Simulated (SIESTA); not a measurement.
Band structure of HfO2 (P4_2/nmc, 6 atoms in the cell).

```
HfO2
1.0
    3.53347     0.00000     0.00000
    0.00000     3.53347     0.00000
    0.00000     0.00000     5.13617
Hf O
2 4
Direct
  0.50000   0.50000   0.50000
  0.00000   0.00000   0.00000
  0.00000   0.50000   0.69721
  0.00000   0.50000   0.19721
  0.50000   0.00000   0.80279
  0.50000   0.00000   0.30279
```

Method of the run: SIESTA 5.4.2 with GGA PBE, numerical atomic orbitals TZP, PseudoDojo PBE standard norm-conserving potentials (rewritten from UPF to PSML).

Settings: XC.functional = GGA; XC.authors = PBE; potentials = PseudoDojo PBE standard; PAO.BasisSize = TZP; PAO.EnergyShift = 0.01 Ry; MeshCutoff = 350 Ry; kgrid.MonkhorstPack = 8 8 5; OccupationFunction = FD; ElectronicTemperature = 116.05 K; MaxSCFIterations = 150; SCF.Mixer.Method = Broyden; SCF.Mixer.Weight = 0.1; SCF.Mixer.History = 8; SCF.DM.Tolerance = 1.0E-05.

The starting cell comes from a database of computed structures (which also holds hypothetical and non-ambient phases and stackings), without a prior relaxation at this level. Its lattice was rescaled by a random factor within 2.5 % of one. Spin-orbit coupling is off. Values carry the incompleteness of an atom-centred basis.

Problem. Predict the gap along the standard path and the places of the band edges.

Solution. The gap along the path is 4.66 eV, from Z to Γ; the smallest direct gap on it is 4.73 eV.

Levels in eV from the top of the valence band on the path, bands 21 to 25:
```csv
point,21,22,23,24,25
Γ,-0.75,-0.14,-0.07,-0.07,4.66
X,-1.46,-1.46,-0.16,-0.16,5.12
M,-0.86,-0.86,-0.56,-0.56,5.82
Z,-0.65,-0.65,0.00,0.00,5.33
R,-1.42,-1.42,-0.95,-0.95,5.24
A,-1.54,-1.54,-0.04,-0.04,5.96
```

Higher empty bands are left out: an atom-centred basis made for the valence describes them poorly.
